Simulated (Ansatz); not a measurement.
The starting structures come from a database of crystals and need not be the phases stable at ambient conditions.

Input:

```
SnTl2Cl6
1.0
    7.16844     0.00000     0.00000
    0.00000    10.13771     0.00000
    3.58422     5.06885     3.58422
Tl Sn Cl
2 1 6
Direct
  0.50000   0.75000   0.00000
  0.50000   0.25000   0.00000
  0.00000   0.00000   0.00000
  0.00000   0.24314   0.00000
  0.00000   0.75686   0.00000
  0.00000   0.24314   0.51372
  0.00000   0.75686   0.48628
  0.48628   0.24314   0.51372
  0.51372   0.75686   0.48628
```

The cell was relaxed by PBE-D3(BJ); by r2SCAN it stands under a pressure of -1.1 GPa.

Transport runs along the normal of the first two printed cell vectors, the (110) plane of the conventional cell.

The gap is the functional's own. No spin-orbit coupling. Mid-gap values are those at the computed energy nearest the middle.

Problem. Predict the band gap and the smallest decay constant κ at mid-gap from Ansatz (a first-principles code) with r2SCAN.

Solution. Gap 2.84 eV on a 8×8×8 mesh; κ = 0.325 1/Å, at the zone centre.
